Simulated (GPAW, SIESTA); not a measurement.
A GPAW input for a self-consistent single point of CuNiO2 (P1, 4 atoms in the cell) (DFT LDA (Perdew-Wang 92), plane waves, GPAW PAW datasets LDA (gpaw-data 1.0.1)):

```python
from ase import Atoms
from ase.units import GPa
from gpaw import GPAW

atoms = Atoms(['Cu', 'Ni', 'O', 'O'],
              cell=[[2.706013, -1.411309, 0.000000],
                    [2.706013, 1.411309, 0.000000],
                    [-2.684828, 0.000000, 4.929255]],
              scaled_positions=[[0.032559, -0.000876, 0.000386],
                                [-0.027407, 0.025888, 0.499387],
                                [0.562689, 0.568992, 0.263209],
                                [0.432160, 0.405996, 0.737018]],
              pbc=True)

atoms.set_initial_magnetic_moments([1.0, 2.0, 0.0, 0.0])

calc = GPAW(spinpol=True,
            mode={'name': 'pw', 'ecut': 900},
            xc='LDA',
            kpts={'size': (8, 8, 4), 'gamma': True},
            occupations={'name': 'fermi-dirac', 'width': 0.136},
            nbands=-10,
            symmetry={'symmorphic': False, 'tolerance': 0.0005},
            maxiter=150,
            txt='-')

atoms.calc = calc

energy = atoms.get_potential_energy()
print('Energy (eV):', round(energy, 6))
forces = atoms.get_forces()
print('Forces (eV/Ang):')
print(forces.round(5))
stress = atoms.get_stress()
print('Stress (GPa, Voigt):', (stress / GPa).round(4))
```

Task: Give the SIESTA input for the same structure, mesh, smearing and functional.

Result: This is the input that was run; spellings and numerical settings could be chosen otherwise.

```
# files in the folder: Cu.psml Ni.psml O.psml (PseudoDojo LDA standard)
SystemName  CuNiO2
SystemLabel siesta

NumberOfAtoms                4
NumberOfSpecies              3
%block ChemicalSpeciesLabel
  1 29 Cu
  2 28 Ni
  3 8 O
%endblock ChemicalSpeciesLabel
LatticeConstant              3.051934 Ang
%block LatticeVectors
     0.886655150   -0.462431036    0.000000000
     0.886655150    0.462431036    0.000000000
    -0.879713650    0.000000000    1.615125032
%endblock LatticeVectors
AtomicCoordinatesFormat      Ang
%block AtomicCoordinatesAndAtomicSpecies
     0.084698266   -0.047187116    0.001902692  1
    -1.344878634    0.075215713    2.461605867  2
     2.355672605    0.008895481    1.297424279  3
     0.289294469   -0.036925489    3.632949662  3
%endblock AtomicCoordinatesAndAtomicSpecies

XC.functional                LDA
XC.authors                   PW92
PAO.BasisSize                DZP
PAO.EnergyShift              0.01 Ry
MeshCutoff                   350 Ry
%block kgrid.MonkhorstPack
    8   0   0  0.0
    0   8   0  0.0
    0   0   4  0.0
%endblock kgrid.MonkhorstPack
OccupationFunction           FD
ElectronicTemperature        136.0 meV
Spin                         polarized
%block DM.InitSpin
  1 +1.00
  2 +2.00
  3 +0.00
  4 +0.00
%endblock DM.InitSpin

MaxSCFIterations             150
SCF.Mixer.Method             Pulay
SCF.Mixer.Weight             0.1
SCF.Mixer.History            6
SCF.DM.Tolerance             1.0E-05
Diag.ParallelOverK           true
WriteForces                  true
Charge.Mulliken              end
```

Basis, cutoffs, solver keys and any potentials are the target program's own. This input uses DFT, LDA PW92, numerical atomic orbitals DZP, PseudoDojo LDA standard norm-conserving potentials (rewritten from UPF to PSML). LDA parametrisations can differ slightly between programs.

The starting cell comes from a database of computed structures (which also holds hypothetical and non-ambient phases and stackings), without a prior relaxation at this level. Its lattice was rescaled by a random factor within 2.5 % of one. For this run, on top of that: atoms moved at random.
